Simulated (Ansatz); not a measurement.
Results of LDA (plane waves, PAW; Ansatz, a program for electronic structure) for HfSiO₄ (I4₁/amd, No. 141, 12 atoms in the cell; start COD 9000852).

Settings: plane-wave cutoff 520 eV, 8×8×8 k mesh, Fermi–Dirac smearing 0.01 eV, scalar-relativistic PAW data made under PBE.

Cell (relaxed at this level):

```
CELL_PARAMETERS angstrom
     -3.26165     3.26165     2.96078
      3.26165    -3.26165     2.96078
      3.26165     3.26165    -2.96078
ATOMIC_POSITIONS crystal
  Hf 0.00000 0.00000 0.00000
  Hf 0.75000 0.25000 0.50000
  Si 0.50000 0.50000 0.00000
  Si 0.25000 0.75000 0.50000
  O  0.68193 0.49689 0.81496
  O  0.24689 0.93193 0.31496
  O  0.68193 0.86697 0.18504
  O  0.61697 0.93193 0.68504
  O  0.06807 0.38303 0.31496
  O  0.50311 0.31807 0.18504
  O  0.06807 0.75311 0.68504
  O  0.13303 0.31807 0.81496
```

Problem. What does this level give for the band gap, Γ–Γ gap and bulk modulus?

Solution. 
- band gap: 5.42 eV (on the SCF k mesh)
- Γ–Γ gap: 5.85 eV
- bulk modulus: 244 GPa

Note: the relaxation could not lower the start's symmetry, so the cell can be a saddle point above a distorted one; the bulk modulus is −V dP/dV from two relaxed cells at ±2 % in volume.

Spin–orbit coupling is not included.

It cost about 5 core-minutes (a rough figure) of CPU time.
